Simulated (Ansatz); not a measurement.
System: SrAlHO₂ (model structure, started from the SrVO2H type, P4/mmm, No. 123, 5 atoms in the cell). Method: PBEsol (Ansatz, a first-principles code, plane waves, PAW).

Settings: plane-wave cutoff 520 eV, 10×10×10 k mesh, Fermi–Dirac smearing 0.01 eV, scalar-relativistic PAW data made under PBE.

Cell (relaxed at this level):

```cif
data_HAlO2Sr
_chemical_formula_sum 'Sr1 Al1 O2 H1'
_space_group_name_H-M_alt 'P 1'
_space_group_IT_number 1
_cell_length_a 3.77387
_cell_length_b 3.77387
_cell_length_c 3.65787
_cell_angle_alpha 90.000
_cell_angle_beta 90.000
_cell_angle_gamma 90.000
loop_
_space_group_symop_operation_xyz
  'x, y, z'
loop_
_atom_site_label
_atom_site_type_symbol
_atom_site_fract_x
_atom_site_fract_y
_atom_site_fract_z
_atom_site_occupancy
Sr1 Sr 0.50000 0.50000 0.50000 1
Al1 Al 0.00000 0.00000 0.00000 1
O1 O 0.50000 0.00000 0.00000 1
O2 O 0.00000 0.50000 0.00000 1
H1 H 0.00000 0.00000 0.50000 1
```

Task: Give the computed band gap, direct gap at Γ and bulk modulus B0.

Result: 
* **band gap**: 3.48 eV (on the SCF k mesh)
* **direct gap at Γ**: 5.98 eV
* **bulk modulus B0**: 139 GPa

Note: the bulk modulus is −V dP/dV from two relaxed cells at ±2 % in volume; the relaxation could raise the start's symmetry but not lower it, so the cell can be a saddle point.

Spin–orbit coupling is not included.

Computing time: about 90 core-seconds (a rough figure).

A model structure was made by putting elements into a prototype or built by hand; it is no filed structure, need not be a known phase, and can be a saddle point held by its symmetry.
